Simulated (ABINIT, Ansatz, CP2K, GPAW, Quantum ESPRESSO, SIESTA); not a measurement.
**Al (Fm-3m, 1 atom in the cell) computed with different codes at matched settings**

Self-consistent single point.

```
Al
1.0
    0.00000     2.00272     2.00272
    2.00272     0.00000     2.00272
    2.00272     2.00272     0.00000
Al
1
Direct
  0.00000   0.00000   0.00000
```

All programs got the same cell, k-point mesh and kind of occupations (in Ansatz's words: kpoints.mp_grid.grid = 14 14 14; scf.occupations.method = fermi_dirac; scf.occupations.width = 0.1 eV); potentials, basis and cutoffs are each program's usual ones.

```tsv
code	model	pressure (GPa)	k-points	cutoff
Ansatz	PBE, default PAW files	1.97	104	default
GPAW	PBE, GPAW PAW datasets PBE (gpaw-data 1.0.1)	2.20	104	550 eV
ABINIT	PBE, norm-conserving pseudopotentials (PseudoDojo nc-sr-05 PBE standard)	1.79	104	544 eV
Quantum ESPRESSO	PBE, PSlibrary PAW (PBE) pseudopotentials	1.99	104	35 Ry
SIESTA	GGA PBE, numerical atomic orbitals DZP, PseudoDojo PBE standard norm-conserving potentials (rewritten from UPF to PSML)	1.70	1484	grid 400 Ry
CP2K	PBE, GPW, DZVP-MOLOPT-SR-GTH basis, GTH-PBE potentials (GTH_POTENTIALS)	1.56	1376	grid 400 Ry
```

The spread over the programs that give each value: pressure within 0.64 GPa.

The starting cell has typed, rounded lattice constants, without a prior relaxation at this level. Its lattice was rescaled by a random factor within 2.5 % of one.

**Question.** Why do the programs differ, and what cannot be compared?

**Answer.** Differences of this kind can come from the potentials, where these differ, and from what each basis and cutoff leave unconverged. The zero of total energies and Fermi levels follows the potentials and each program's conventions, so they are not compared here. SIESTA and CP2K use small atom-centred bases, whose incompleteness enters pressures, forces and empty levels differently from a plane-wave cutoff. Ansatz's pressure is given at a fixed set of plane waves, as the other plane-wave codes print theirs; with its correction for the finite basis it is 2.05 GPa. The programs reduce the same mesh by symmetry to different extents, which changes the work and not the result.

Left out of this page: PySCF, Elk and FLEUR (not drawn, or without a comparable value).

Ansatz is a quantum-chemistry and plane-wave program.

Keys are those of Ansatz 0.2.
